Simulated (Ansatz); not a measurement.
## GaN, response to strain

Base system: GaN in the zinc blende structure (space group F-43m, No. 216; a = 4.498 Å).

Strains are applied to the cell and any free atomic positions relax.

The values are results of Ansatz (a quantum-chemistry and plane-wave program) PBEsol, no spin-orbit coupling, not measurements.

Notes on the quantities. energy relative to the base: free energy F.

```csv
isotropic strain (%),energy relative to the base (meV/atom)
-3,60.1
-1,6.2
-0.5,1.5
0,0.0
0.5,1.5
1,5.8
1.5,12.8
2.5,?
3,49.0
```

**Question.** Fit ΔE = Aε² + Bε³ (ε in %) to the rows shown and predict the withheld row.

**Answer.** Least squares on the printed values gives A = 6.06 and B = -0.21 meV/atom (largest residual 0.1 meV/atom); this predicts 34.6 meV/atom, and the run gives 34.6 meV/atom, in agreement.

Whether these cells are dynamically stable was not tested. This is not the structure that GaN has at room temperature and ambient pressure.
